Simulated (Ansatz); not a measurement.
```
GaAs
1.0
    0.00000     2.83338     2.83338
    2.83338     0.00000     2.83338
    2.83338     2.83338     0.00000
As Ga
1 1
Direct
  0.75000   0.75000   0.75000
  0.00000   0.00000   0.00000
```

No spin polarisation.

Calculations: Ansatz (a first-principles code), r2SCAN, PAW, cutoff 500 eV, no spin-orbit coupling. k-mesh 10×10×10 (Γ-centred); smearing 0.05 eV (Fermi–Dirac).

What is the computed hole mass (degenerate bands, along [100])?

0.050, 0.34, 0.34 mₑ (at Γ).

Estimate the width of the top valence band.

3.40 eV.

What space group does the calculation give?

F-43m (No. 216).

Estimate the electron mass.

0.051 mₑ (at Γ).

The levels and masses belong to the bands next to the band gap. Masses are band curvatures over ±0.01 Å⁻¹ around the edge. Whether these cells are dynamically stable was not tested. The cell was made from BAs by this change: B → Ga.
